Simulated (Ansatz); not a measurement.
## A computed series for Zr: response to strain

The reference is Zr in the hcp (Mg type) structure (space group P6_3/mmc, No. 194; a = 3.2304 Å, c = 5.1788 Å; relaxed with 0.1 eV smearing). Axes: x lies along a and z along c of the hexagonal cell.

Strains are applied to the cell and any free atomic positions relax.

Computed with Ansatz (a quantum-chemistry and plane-wave program), PBE, PAW, cutoff 420 eV, spin-orbit coupling left out.

Notes on the quantities. energy relative to the base: free energy F; pressure: mean of the normal stresses, compression positive.

```tsv
change	energy relative to the base	volume per atom	pressure
base	0 meV/atom	23.40 Å³	0.0 GPa
uniaxial strain ε_zz = −3.00 %	+11 meV/atom	22.70 Å³	3.2 GPa
uniaxial strain ε_zz = −2.50 %	+7.8 meV/atom	22.82 Å³	2.6 GPa
uniaxial strain ε_zz = −2.00 %	+4.9 meV/atom	22.93 Å³	2.1 GPa
uniaxial strain ε_zz = −1.50 %	+2.8 meV/atom	23.05 Å³	1.5 GPa
uniaxial strain ε_zz = −1.00 %	+1.2 meV/atom	23.17 Å³	1.0 GPa
uniaxial strain ε_zz = −0.50 %	+0.3 meV/atom	23.28 Å³	0.5 GPa
uniaxial strain ε_zz = +0.50 %	+0.3 meV/atom	23.52 Å³	-0.5 GPa
uniaxial strain ε_zz = +1.00 %	+1.2 meV/atom	23.64 Å³	-1.0 GPa
uniaxial strain ε_zz = +1.50 %	+2.6 meV/atom	23.75 Å³	-1.4 GPa
```

No phonon test of stability was made. The final runs are not spin-polarised.
